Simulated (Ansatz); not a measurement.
**BP: response to strain**

Consider BP in the zinc blende structure (space group F-43m, No. 216; a = 4.5366 Å). Axes: x, y, z lie along the cube axes.

Strains are applied to the cell and any free atomic positions relax; under biaxial strain the out-of-plane vector relaxes too.

Calculations: r2SCAN (Ansatz, a first-principles code, PAW, scalar-relativistic without spin-orbit coupling).

Notes on the quantities. pressure: mean of the normal stresses, compression positive.

```json
[
 {"case": "base", "pressure": "-0.01 GPa", "smallest direct gap": "3.60 eV"},
 {"case": "biaxial strain −1.02 %, plane normal [001], relaxed out of plane", "pressure": "2.85 GPa", "smallest direct gap": "3.55 eV"},
 {"case": "biaxial strain −0.43 %, plane normal [001], relaxed out of plane", "pressure": "1.17 GPa", "smallest direct gap": "3.58 eV"},
 {"case": "biaxial strain +2.36 %, plane normal [001], relaxed out of plane", "pressure": "-5.86 GPa", "smallest direct gap": "3.20 eV"},
 {"case": "biaxial strain +2.18 %, plane normal [110], relaxed out of plane", "pressure": "-6.06 GPa", "smallest direct gap": "3.15 eV"},
 {"case": "biaxial strain −1.76 %, plane normal [111], relaxed out of plane", "pressure": "5.86 GPa", "smallest direct gap": "3.31 eV"},
 {"case": "biaxial strain +1.02 %, plane normal [111], relaxed out of plane", "pressure": "-3.02 GPa", "smallest direct gap": "3.45 eV"},
 {"case": "biaxial strain +4.10 %, plane normal [111], relaxed out of plane", "pressure": "-10.59 GPa", "smallest direct gap": "3.09 eV"},
 {"case": "isotropic strain +3.28 %", "pressure": "-13.65 GPa", "smallest direct gap": "3.48 eV"},
 {"case": "uniaxial strain ε_xx = +5.50 %", "pressure": "-8.20 GPa", "smallest direct gap": "3.24 eV"}
]
```

A biaxial case was relaxed in a doubled cell and then solved in the primitive one. Gaps are Kohn–Sham eigenvalue differences; semilocal functionals usually give less than the measured gap. Stability against distortions was not tested.
